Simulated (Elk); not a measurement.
A self-consistent single point of LaTl (Pm-3m, 2 atoms in the cell) with Elk.

Method: PBEsol, all-electron FP-LAPW, Elk's shipped species files, APW+lo basis with extra local orbitals run with Elk 10.2.4.

```xyz
2
Lattice="3.9724 0.0000 0.0000 0.0000 3.9724 0.0000 0.0000 0.0000 3.9724" Properties=species:S:1:pos:R:3 pbc="T T T"
La     0.0000     0.0000     0.0000
Tl     1.9862     1.9862     1.9862
```

Reference input (self-consistent single point, DFT, PBEsol, all-electron FP-LAPW, Elk's shipped species files, APW+lo basis with extra local orbitals): xctype = 22; rgkmax = 8; stype = 0; swidth = 0.00367493 Ha; ngridk = 8 8 8; gmaxvr = 14 1/bohr; nxlo = 2; lorbcnd = true; lmaxi = 2. This run's input differs from it in these lines:

```diff
@@ -48,3 +48,3 @@
 ngridk
-  8 8 8
+  6 6 6
```

Output (repeated stretches shortened):

```
│ Self-consistent loop started │
│ Loop number : 1 │
 total energy                :     -28779.9971245
│ Loop number : 2 │
 total energy                :     -28780.2349297
RMS change in Kohn-Sham potential (target) :   0.1878540013     (  0.1000000000E-05)
Absolute change in total energy (target)   :   0.2378052530     (  0.1000000000E-03)
│ Loop number : 3 │
 total energy                :     -28780.6800434
RMS change in Kohn-Sham potential (target) :   0.1697718603     (  0.1000000000E-05)
Absolute change in total energy (target)   :   0.5045650261     (  0.1000000000E-03)
│ Loop number : 4 │
   [... lines left out ...]
Absolute change in total energy (target)   :   0.5457664520E-03 (  0.1000000000E-03)
│ Loop number : 14 │
 total energy                :     -28777.6180105
RMS change in Kohn-Sham potential (target) :   0.4476050909E-07 (  0.1000000000E-05)
Absolute change in total energy (target)   :   0.1493523887E-03 (  0.1000000000E-03)
│ Loop number : 15 │
 total energy                :     -28777.6180101
RMS change in Kohn-Sham potential (target) :   0.2794646241E-07 (  0.1000000000E-05)
Absolute change in total energy (target)   :   0.3773528078E-04 (  0.1000000000E-03)
Convergence targets achieved

│ Loop number : 16 │

Energies :
 Fermi                       :     0.277598701378
 total energy                :     -28777.6180093

Density of states at Fermi energy :    62.49739775
 (states/Hartree/unit cell)

Estimated indirect band gap :   0.1051833193E-02
 from k-point      4 to k-point     11
Estimated direct band gap   :   0.7904061136E-02
 at k-point     11

Charges :
 core                        :    108.0000000
 valence                     :    30.00000000
 interstitial                :    3.704802053
 muffin-tins (core leakage)
  species :    1 (La)
   atom    1                 :    54.53720707     (  0.2225163043E-03)
  species :    2 (Tl)
   atom    1                 :    79.75799088     (  0.3733220154E-04)
 total in muffin-tins        :    134.2951979
 total calculated charge     :    138.0014908
 total charge                :    138.0000000
 error                       :   0.1490812335E-02

│ Self-consistent loop stopped │
```

The run converged in 16 iterations. The count includes the last loop, which Elk runs after its targets are met. Against the reference run the total energy rises by 7.0 meV/atom.

The starting cell comes from a database of computed structures (which also holds hypothetical and non-ambient phases and stackings), without a prior relaxation at this level. Spin-orbit coupling is off. Values depend on the basis (sphere radii, cutoffs, local orbitals), which need not be converged. The log's line on a gap gives a spacing of levels on this mesh, which the program prints for metals too.
